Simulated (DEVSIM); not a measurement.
Device: W/SiO2/n-Si capacitor, at 400 K.

```csv
layer (left to right),material,thickness (nm),Nd (cm⁻³)
1,SiO2,5.60,-
2,Si,8300,4.8e15
```

Metal gate on the left, work function 4.6 eV. Fixed charge at the semiconductor interface -2.7e10 cm⁻² (in units of +e); no interface traps.

Constants are typed, rounded textbook-type inputs, not results; the design itself was drawn at random and stands for no fabricated device. Values at 300 K; Nc and Nv go as T^1.5, mobilities as T to minus their exponent, the gap by Varshni's rule with the affinity fixed.

| parameter | SiO2 | Si |
|---|---|---|
| gap (eV) | 9 | 1.124 |
| affinity (eV) | 0.9 | 4.05 |
| permittivity | 3.9 | 11.7 |
| Nc (cm⁻³) | - | 2.86e19 |
| Nv (cm⁻³) | - | 3.1e19 |
| Varshni α (eV/K) | - | 0.000473 |
| Varshni β (K) | - | 636 |

Simulated with DEVSIM: 1D Poisson equation in equilibrium, Boltzmann statistics, complete ionisation; no quantum confinement or tunnelling. Metal contacts follow the ideal Schottky-Mott rule: no Fermi-level pinning, no interface dipoles.

The substrate doping was swept, all else fixed.

| substrate doping (cm^-3) | flat-band voltage (V) | threshold voltage (band bending 2φF) (V) | minimum of the low-frequency capacitance (μF/cm²) |
|---|---|---|---|
| 2.4e14 | 0.14 | -0.13 | 0.0138 |
| 4.8e14 | 0.16 | -0.15 | 0.0157 |
| 9.6e14 | 0.19 | -0.18 | 0.0193 |
| 2.4e15 | 0.22 | -0.23 | 0.0272 |
| 4.8e15 | 0.24 | -0.27 | 0.0358 |
| 9.6e15 | 0.27 | -0.31 | 0.0448 |

From the first row to the last the flat-band voltage goes from 0.14 to 0.27. From the first row to the last the threshold voltage (band bending 2φF) goes from -0.13 to -0.31.
